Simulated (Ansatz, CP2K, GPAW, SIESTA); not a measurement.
# Code comparison for LiF (Fm-3m, 2 atoms in the cell)

Band-structure calculation.

```yaml
crystal:
  lattice:
    - [0.00000, 2.01803, 2.01803]
    - [2.01803, 0.00000, 2.01803]
    - [2.01803, 2.01803, 0.00000]
  atoms:
    - { symbol: Li, position: [0.00000, 0.00000, 0.00000] }
    - { symbol: F, position: [0.50000, 0.50000, 0.50000] }
```

Shared settings, as Ansatz (a first-principles code) writes them: kpoints.mp_grid.grid = 9 9 9; scf.occupations.method = fixed. Potentials and cutoffs stand in the table.

```
code                                                                                                                      model  gap along the path (eV)  smallest direct gap (eV)       cutoff
------  -----------------------------------------------------------------------------------------------------------------------  -----------------------  ------------------------  -----------
SIESTA  GGA PBE, numerical atomic orbitals TZP, PseudoDojo PBE standard norm-conserving potentials (rewritten from UPF to PSML)                     8.98                      8.99  grid 400 Ry
GPAW                                                                               PBE, GPAW PAW datasets PBE (gpaw-data 1.0.1)                     9.02                      9.02       950 eV
Ansatz                                                                                                   PBE, default PAW files                     9.03                      9.04       420 eV
CP2K                                                    PBE, GPW, DZVP-MOLOPT-SR-GTH basis, GTH-PBE potentials (GTH_POTENTIALS)                     9.00                      9.00  grid 550 Ry
```

The spread over the programs that give each value: gap along the path within 0.05 eV; smallest direct gap within 0.05 eV.

SIESTA and CP2K use small atom-centred bases, whose incompleteness enters pressures, forces and empty levels differently from a plane-wave cutoff.

The starting cell comes from a database of computed structures (which also holds hypothetical and non-ambient phases and stackings), without a prior relaxation at this level. Its lattice was rescaled by a random factor within 2.5 % of one.

Left out of this page: Quantum ESPRESSO, Elk and FLEUR (not drawn, or without a comparable value); ABINIT (with a known weakness of the program).

Keys are those of Ansatz 0.2.
